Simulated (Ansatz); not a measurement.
ZnS under load (space group F-43m), r2SCAN with spin-orbit coupling, rigid bands run with Ansatz (a quantum-chemistry and plane-wave program). Condition of this run: hydrostatic pressure of 6 GPa (compression positive) (the target of the relaxation). Band gap 3.08 eV, N_c = 2.49e18 cm⁻³ and N_v = 4.73e19 cm⁻³ at 300 K, conductivity masses of 0.218 mₑ (electrons) and 0.783 mₑ (holes). Take k_BT = 0.02585 eV.

Q: A film of it is 5 nm thick. Estimate the confinement energies in an infinite well.

A: ħ²π²/(2m t²) = 0.376 eV·nm²/(m/mₑ × t²) gives 69.0 meV for electrons and 19.2 meV for holes, so the gap would widen to about 3.17 eV. Finite barriers and nonparabolic bands lower this, and with several valleys or bands the heaviest mass along the normal sets the lowest level, not this average.

Q: Find the intrinsic carrier density and the intrinsic Fermi level.

A: n_i = √(N_c N_v) exp(−E_g/2k_BT) = 1.09e19 × exp(−59.57) = 1.5e-7 cm⁻³. The level lies (k_BT/2) ln(N_v/N_c) = 38 meV from mid-gap (positive towards the conduction band). Each 0.1 eV added to the gap lowers n_i by a factor of 6.9.

Q: What thermal injection velocity √(2k_BT/πm) limits a ballistic channel?

A: 1.15e7 cm/s for electrons and 6.08e6 cm/s for holes, a ratio of √(m_h/m_e) = 1.90, for dilute carriers.

Rigid bands with the computed gap; masses take one relaxation time for all states. Geometry: cell and atoms relaxed with PBEsol.
